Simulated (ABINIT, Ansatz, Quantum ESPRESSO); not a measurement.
HfB₂ (P6/mmm, 3 atoms in the cell) computed with different codes at matched settings

Self-consistent single point.

```xyz
3
Lattice="3.1327 0.0000 0.0000 -1.5663 2.7130 0.0000 0.0000 0.0000 3.4792" Properties=species:S:1:pos:R:3 pbc="T T T"
Hf     0.0000     0.0000     0.0000
B      0.0000     1.8087     1.7396
B      1.5663     0.9043     1.7396
```

Shared settings, as Ansatz (an electronic-structure program) writes them: kpoints.mp_grid.grid = 8 8 7; magnetization.spin_orbit = true; scf.occupations.method = fermi_dirac; scf.occupations.width = 0.05 eV. Potentials and cutoffs stand in the table.

```csv
code,model,pressure (GPa),cutoff
ABINIT,"PBE, spin-orbit coupling, norm-conserving pseudopotentials (PseudoDojo nc-fr-04 PBE standard)",2.92,38 Ha
Ansatz,"PBE with spin-orbit coupling, PAW files",2.13,default
Quantum ESPRESSO,"PBE, spin-orbit coupling, PseudoDojo fully relativistic norm-conserving (PBE) pseudopotentials",2.95,80 Ry
```

The spread over the programs that give each value: pressure within 0.82 GPa.

Ansatz's pressure is given at a fixed set of plane waves, as the other plane-wave codes print theirs; with its correction for the finite basis it is 2.28 GPa.

The starting cell comes from a database of computed structures (which also holds hypothetical and non-ambient phases and stackings), without a prior relaxation at this level.

Left out of this page: Elk, FLEUR and SIESTA (not drawn, or without a comparable value).

Keys are those of Ansatz 0.2.
